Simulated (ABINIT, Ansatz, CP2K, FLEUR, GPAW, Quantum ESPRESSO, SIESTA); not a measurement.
# One structure in several programs: ZrGe (Pnma, 8 atoms in the cell)

Self-consistent single point.

```
CELL_PARAMETERS angstrom
      7.09613     0.00000     0.00000
      0.00000     3.91511     0.00000
      0.00000     0.00000     5.41275
ATOMIC_POSITIONS crystal
  Zr 0.17608 0.25000 0.63089
  Zr 0.82392 0.75000 0.36911
  Zr 0.32392 0.75000 0.13089
  Zr 0.67608 0.25000 0.86911
  Ge 0.04832 0.25000 0.15219
  Ge 0.95168 0.75000 0.84781
  Ge 0.45168 0.75000 0.65219
  Ge 0.54832 0.25000 0.34781
```

All programs got the same cell, k-point mesh and kind of occupations (in Ansatz's words: kpoints.mp_grid.grid = 3 4 3; scf.occupations.method = gaussian; scf.occupations.width = 0.272 eV); potentials, basis and cutoffs are each program's usual ones.

| code | model | pressure (GPa) | largest force (eV/Å) | k-points | cutoff |
|---|---|---|---|---|---|
| GPAW | PBEsol, GPAW PAW datasets PBEsol (made by gpaw-setup) | -3.32 | 0.155 | 12 | 600 eV |
| FLEUR | PBEsol, all-electron FLAPW (FLEUR), scalar-relativistic valence | – | 0.157 | 12 | Kmax 4.4 1/bohr |
| SIESTA | GGA PBEsol, numerical atomic orbitals DZP, PseudoDojo PBEsol standard norm-conserving potentials (rewritten from UPF to PSML) | -2.56 | 0.227 | 20 | grid 300 Ry |
| Quantum ESPRESSO | PBEsol, PseudoDojo standard norm-conserving (PBESOL) pseudopotentials | -2.98 | 0.156 | 12 | 80 Ry |
| ABINIT | PBEsol, norm-conserving pseudopotentials (PseudoDojo nc-sr-04 PBEsol standard) | -3.00 | 0.156 | 12 | 39 Ha |
| Ansatz | PBEsol, PAW files made with PBE | -3.08 | 0.158 | 12 | default |
| CP2K | PBEsol, GPW, DZVP-MOLOPT-SR-GTH basis, GTH-PBE potentials (GTH_POTENTIALS) | -0.40 | 0.116 | 19 | grid 500 Ry |

Size of the force on each atom (eV/Å): Sizes of forces hide their directions.

| code | Zr1 | Zr2 | Zr3 | Zr4 | Ge5 | Ge6 | Ge7 | Ge8 |
|---|---|---|---|---|---|---|---|---|
| GPAW | 0.155 | 0.155 | 0.155 | 0.155 | 0.043 | 0.043 | 0.043 | 0.043 |
| FLEUR | 0.157 | 0.157 | 0.157 | 0.157 | 0.044 | 0.044 | 0.044 | 0.044 |
| SIESTA | 0.143 | 0.143 | 0.143 | 0.143 | 0.227 | 0.227 | 0.227 | 0.227 |
| Quantum ESPRESSO | 0.156 | 0.156 | 0.156 | 0.156 | 0.056 | 0.056 | 0.056 | 0.056 |
| ABINIT | 0.156 | 0.156 | 0.156 | 0.156 | 0.056 | 0.056 | 0.056 | 0.056 |
| Ansatz | 0.158 | 0.158 | 0.158 | 0.158 | 0.065 | 0.065 | 0.065 | 0.065 |
| CP2K | 0.116 | 0.116 | 0.116 | 0.116 | 0.112 | 0.112 | 0.112 | 0.112 |

A dash marks a value that a program does not give, or that is left out as unsure.

The spread over the programs that give each value: pressure within 2.92 GPa; largest force within 0.111 eV/Å.

The starting cell comes from a database of computed structures (which also holds hypothetical and non-ambient phases and stackings), without a prior relaxation at this level. On Ansatz's run: In the base run, with a pressure of about -3 GPa the cell is away from its equilibrium volume at this level.

### Question
Why do the programs differ, and what cannot be compared?

### Answer
Differences of this kind can come from the potentials, where these differ, and from what each basis and cutoff leave unconverged. The valence holds different numbers of electrons (GPAW 64, FLEUR 104, SIESTA 104, Quantum ESPRESSO 104, ABINIT 104, Ansatz (a quantum-chemistry and plane-wave program) 104, CP2K 64). The zero of total energies and Fermi levels follows the potentials and each program's conventions, so they are not compared here. SIESTA and CP2K use small atom-centred bases, whose incompleteness enters pressures, forces and empty levels differently from a plane-wave cutoff. FLEUR treats all electrons, but the usual bases taken here (sphere radii, linearisation, local orbitals, empty states) were not tested for convergence, so the values are no reference for the others. Ansatz's pressure is given at a fixed set of plane waves, as the other plane-wave codes print theirs. The programs reduce the same mesh by symmetry to different extents, which changes the work and not the result. In the pressure, CP2K (by 2.64) lies more than 1 GPa from the median of the plane-wave programs. In the force vectors, SIESTA (by 0.278) and CP2K (by 0.160) lie more than 0.08 eV/Å from the median of the plane-wave programs.

The shared mesh is coarse (it stands for a supercell whose shortest vector is 16 Å), so the values are not converged in it.

Left out of this page: Elk (not drawn, or without a comparable value).

Keys are those of Ansatz 0.2.
